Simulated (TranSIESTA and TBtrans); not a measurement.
**In chain with one O atom inserted**

System: In chain with one O atom inserted. Leads: straight In chain, spacing 2.9 Å. Geometry: 3 atoms about the centre moved by SIESTA (PBE, DZP) to a largest force of 0.02 eV/Å, all others as built, motion along the axis alone.

TranSIESTA and TBtrans, PBE, DZP numerical orbitals (energy shift 0.15 eV), PseudoDojo norm-conserving scalar-relativistic potentials, mesh cutoff 200 Ry, 300 K, spin-polarised (collinear), no spin-orbit coupling; self-consistent non-equilibrium Green functions.

```
Item                               Result
---------------------------------  ------
Conductance at 300 K (G0 = 2e²/h)    0.80
Thermopower (μV/K)                   -4.3
Mean T from −0.5 to 0.5 eV           0.61
```

Energies count from the leads' Fermi level. Transmissions are for each spin. The energy step is 0.01 eV; narrower resonances are cut or missed.

| E (eV) | T up | T down | lead channels up | down |
|---|---|---|---|---|
| -1.95 | 0.94 | 0.94 | 1 | 1 |
| -1.80 | 0.99 | 0.99 | 1 | 1 |
| -1.65 | 0 | 0 | 0 | 0 |
| -1.50 | 0 | 0 | 0 | 0 |
| -1.35 | 0 | 0 | 0 | 0 |
| -1.20 | 0.16 | 0.16 | 1 | 1 |
| -1.05 | 0.27 | 0.27 | 1 | 1 |
| -0.90 | 0.32 | 0.32 | 1 | 1 |
| -0.75 | 0.35 | 0.35 | 1 | 1 |
| -0.60 | 0.37 | 0.37 | 1 | 1 |
| -0.45 | 0.38 | 0.38 | 1 | 1 |
| -0.30 | 0.39 | 0.39 | 1 | 1 |
| -0.15 | 0.49 | 0.49 | 3 | 3 |
| 0.00 | 0.82 | 0.83 | 3 | 3 |
| 0.15 | 0.76 | 0.76 | 3 | 3 |
| 0.30 | 0.69 | 0.69 | 3 | 3 |
| 0.45 | 0.66 | 0.66 | 3 | 3 |
| 0.60 | 0.66 | 0.66 | 3 | 3 |
| 0.75 | 0.68 | 0.68 | 3 | 3 |
| 0.90 | 0.72 | 0.72 | 3 | 3 |
| 1.05 | 0.77 | 0.77 | 3 | 3 |
| 1.20 | 0.83 | 0.83 | 3 | 3 |
| 1.35 | 0.88 | 0.89 | 3 | 3 |
| 1.50 | 0.92 | 0.93 | 3 | 3 |
| 1.65 | 0.94 | 0.94 | 3 | 3 |
| 1.80 | 0.92 | 0.92 | 3 | 3 |
| 1.95 | 0.88 | 0.88 | 3 | 3 |

Moments were seeded on the central atoms alone, and one start was tried. The straight chain is held at its spacing; free chains may zigzag or dimerise.
